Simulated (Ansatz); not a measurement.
**ZnS under a change: holes 1.0×10^21 cm⁻³**

The parent structure is ZnS in the wurtzite structure (space group P6_3mc, No. 186; a = 3.8061 Å, c = 6.2447 Å).

The change: hole doping at 1.0×10^21 cm⁻³ (0.0783 per cell), with a uniform compensating background at fixed cell and a 300 K Fermi–Dirac width.

Calculations: r2SCAN, PAW, 500 eV (Ansatz, a program for electronic structure; no spin-orbit coupling). Settings: 18×18×10 k-points, 0.0259 eV Fermi–Dirac smearing.

- Gap between the host's bands = 2.81 eV (base 2.78 eV)
- Gap character = direct at Γ (base direct at Γ)
- Fermi level relative to the doped band's edge (positive inside the band; to 0.05 eV) = +0.20 eV

Final structure:

```xyz
4
Lattice="3.8061 0.0000 0.0000 -1.9031 3.2962 0.0000 0.0000 0.0000 6.2447" Properties=species:S:1:pos:R:3 pbc="T T T"
Zn     1.9031     1.0987     6.2422
Zn     0.0000     2.1975     3.1198
S      1.9031     1.0987     3.9068
S      0.0000     2.1975     0.7844
```
Cell charge +0.078344.

Carriers are added with a uniform compensating background; total energy and stress of such cells depend on the potential's zero and are not compared; many-body gap narrowing is missing at this level. Whether these cells are dynamically stable was not tested.
